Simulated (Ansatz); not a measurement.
## A computed series for BeSe: pressure series

Consider BeSe in the zinc blende structure (space group F-43m, No. 216).

```
BeSe
1.0
    0.00000     2.54081     2.54081
    2.54081     0.00000     2.54081
    2.54081     2.54081     0.00000
Be Se
1 1
Direct
  0.00000   0.00000   0.00000
  0.25000   0.25000   0.25000
```

Cell and atoms are relaxed at each pressure.

All numbers come from LDA (Ansatz, an electronic-structure program; PAW; 420 eV plane waves; no spin-orbit coupling).

Candidates:
(a) pressure 2.1 GPa
(b) pressure 30 GPa
(c) pressure −1 GPa
(d) pressure 9 GPa

Base values:

```
Quantity    Value
--------  -------
Band gap  2.40 eV
```

Task: Order them by band gap, highest first.

Result: (c) pressure −1 GPa (2.43 eV), (a) pressure 2.1 GPa (2.35 eV), (d) pressure 9 GPa (2.19 eV), (b) pressure 30 GPa (1.79 eV)

Load acts through the strain it causes; cell and atoms are relaxed under it. No phonon test of stability was made. No other phases were tried under pressure.
